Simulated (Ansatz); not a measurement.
The reference is SrO in the rock salt structure (space group Fm-3m, No. 225).

```yaml
crystal:
  lattice:
    - [0.00000, 2.56121, 2.56121]
    - [2.56121, 0.00000, 2.56121]
    - [2.56121, 2.56121, 0.00000]
  atoms:
    - { symbol: Sr, position: [0.00000, 0.00000, 0.00000] }
    - { symbol: O, position: [0.50000, 0.50000, 0.50000] }
```

Level of theory: PBEsol (Ansatz, a quantum-chemistry and plane-wave program, PAW, no SOC).

One change was made to it. Results:

The shortest interatomic distance falls by 0.0026 Å to 2.559 Å; the valley order (the lowest conduction-band minima on the path, energy above the VBM, named in the base's zone) becomes X along ⟨100⟩ 3.19 eV; Γ 3.95 eV (base: X along ⟨100⟩ 3.20 eV; Γ 3.93 eV); the electron mass remains 1.2 mₑ along k, 0.39 mₑ across (at X).

Problem. Which of these changes matches the shifts?
(A) pressure 1.5 GPa
(B) pressure 0.3 GPa
(C) pressure 7.5 GPa

Solution. B, pressure 0.3 GPa. For comparison, the valley order in the other runs: pressure 7.5 GPa gives X along ⟨100⟩ 3.14 eV; Γ 4.45 eV; pressure 1.5 GPa gives X along ⟨100⟩ 3.19 eV; Γ 4.04 eV.

The levels and masses belong to the bands next to the band gap. Load acts through the strain it causes; cell and atoms are relaxed under it. Effective masses come from finite differences of ±0.01 Å⁻¹. Along k means along the line from Γ to the band edge. Whether these cells are dynamically stable was not tested. No other phases were tried under pressure.
